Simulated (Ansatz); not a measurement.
We consider BeAlNO (model structure, started from the AlSiCN type, P3m1, No. 156, 4 atoms in the cell), described by PBE0 (Ansatz, a program for electronic structure, PAW).

Run with plane-wave cutoff 460 eV, 9×9×6 k mesh (along the axes of the cell as run), Fermi–Dirac smearing 0.01 eV, scalar-relativistic PAW data made under PBE.

The cell is the one relaxed with PBEsol. Conventional cell: a = 2.9843 Å, b = 2.9843 Å, c = 4.6524 Å, α = 90.00°, β = 90.00°, γ = 120.00°.

```yaml
crystal:
  lattice:
    - [2.98434, 0.00000, 0.00000]
    - [-1.49217, 2.58452, 0.00000]
    - [0.00000, 0.00000, 4.65236]
  atoms:
    - { symbol: Al, position: [0.33333, 0.66667, 0.51127] }
    - { symbol: Be, position: [0.66667, 0.33333, 0.99165] }
    - { symbol: O, position: [0.33333, 0.66667, 0.11306] }
    - { symbol: N, position: [0.66667, 0.33333, 0.63401] }
```

Question: List the 10 lowest band energies at Γ above −25 eV (eV, relative to the valence band maximum), grouping those that round alike.

Answer: At Γ: -20.20, -15.37, -6.85, -2.37 (×2), -0.63, 0.00 (×2), 6.70, 10.69.

Note: the run warned that its exchange threshold was loose for the stress; the relaxation could raise the start's symmetry but not lower it, so the cell can be a saddle point; cell and atoms aren't relaxed at this level (largest force component 0.18 eV/Å, pressure -1.8 GPa).

A model structure was made by putting elements into a prototype or built by hand; it is no filed structure, need not be a known phase, and can be a saddle point held by its symmetry.
